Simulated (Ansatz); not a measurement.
Abridged Ansatz (an electronic-structure program) output:

```
Relaxation: its limit of steps is 50 (relax.max_steps)
Pseudopotential: In, paw, valence charge 13
Pseudopotential: Sb, paw, valence charge 15
Crystal: 2 atoms, lattice volume = 68.081 Å³
Basis set: ecut = 420 eV, 1363 PW (Γ), exchange–correlation on 64×64×64 points (8 copies of the dense FFT grid, shifted against one another)
Bands: 18, of which v1, the nominal top of the filled ones, is band 14 counted from 1 (13 counted from 0)
Symmetry: 8 space group operations
k-points: 196 of 2197 (time reversal used)
Functional: x = slater, c = lda
SCF iter   1: F=—  HF=-11793.164594 eV  |F-HF|=—  |Δ(HF+E_count)|=         —  Δρ=6.94e-3  dr2=2.16e-2  ethr=1.77e-3  ⟨swp⟩=6.1  Hψ=19257  notcnv=0
SCF iter   2: F=—  HF=-11793.156113 eV  |F-HF|=—  |Δ(HF+E_count)|=   8.48e-3  Δρ=2.26e-3  dr2=1.42e-3  ethr=7.70e-5  ⟨swp⟩=2.9  Hψ=8534  notcnv=0
SCF 1 converged in 7 iterations: F = -11793.156105 eV  dr2 = 3.32e-11
relax step   1: F+E_penalty+E_count = -11793.15610460 eV  Δ(F+E_penalty+E_count) = +0.000e0 eV  max|allowed force component| = 9.714e-17 eV/Å  Δτ_max = 0.0000 Å  (7 SCF iters, accepted)
SCF converged after 7 iterations
Free energy (F): -11793.156105 eV
Internal energy: -11793.155902 eV  (E = F + TS)
E sigma→0 (E₀):  -11793.156003 eV
Entropy (-TS):   -0.000203 eV (-0.102 meV/atom)
Fermi energy:    7.151046 eV
--- Forces (eV/Å), atoms counted from 1 ---
  atom   1  In     0.00000000     0.00000000    -0.00000000
  atom   2  Sb    -0.00000000     0.00000000     0.00000000
--- Stress (GPa, compression-positive) ---
       -0.520072       0.000000      -0.000000
        0.000000      -0.520072       0.000000
       -0.000000       0.000000      -0.973016
  P = ⅓ Tr σ = -0.6711 GPa (-6.711 kbar)
--- Relaxed structure (1 steps of the walk, 1 accepted, 0 SCFs on fresh bases) ---
  atoms:
    - { symbol: In, position: [0.0, 0.0, 0.0] }
    - { symbol: Sb, position: [0.24999999999999997, 0.24999999999999997, 0.2500000000000001] }
```

Problem. What was computed, and what are the main results?

Solution. InSb, 2 atoms in the cell, with LDA, PAW, 420 eV (Ansatz; no spin-orbit coupling). The last SCF converged to F = -11793.156105 eV, or -5896.5781 eV per atom, at a pressure of -0.67 GPa. The total energy compares only with runs of the same code, potentials and settings.

Spin-orbit coupling, missing from the scalar runs, can matter with Sb. The cells carry an imposed strain or load. Stability against distortions was not tested. The final runs are not spin-polarised. The cell was made from InSb in the zinc blende structure (space group F-43m, No. 216) by this change: uniaxial strain ε_zz = +1.50 %.

Keys are those of Ansatz 0.2.
